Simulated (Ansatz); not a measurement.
Sb on the N site in metastable zinc-blende GaN (start: the N site; 64-site cell, 2×2×2 shifted sampling). All values below come from PBE, PAW (plane waves to 420 eV; Ansatz, a first-principles code). Total energies of the localised charge states, counted from that of charge +1, and their image corrections (point charge with alignment); the host's valence-band maximum lies at 9.238 eV on the cells' energy zero and its gap is 1.54 eV.

```
charge         moment (μB)  E − E(first) (eV)  correction (eV)
------  ------------------  -----------------  ---------------
+1                     1.0              0.000            0.549
0       not spin-polarised             10.311            0.000
```

Task: Derive the transition levels above the valence-band maximum and say which of them are thermodynamic.

Result: A level is the Fermi energy at which two charges have equal formation energy: ε(q/q′) = [E(q′) + corr(q′) − E(q) − corr(q)] / (q − q′) − E_VBM.
ε(+1/0) = [(10.311 + 0.000) − (0.000 + 0.549)] / 1 − 9.238 = 0.52 eV
Thermodynamic levels at least 0.1 eV inside the gap: (+1/0) at 0.52 eV. They hold to tenths of an eV in this cell. Only the charges listed were compared. At charge −1 the carrier sat in host band states, shallow at most.
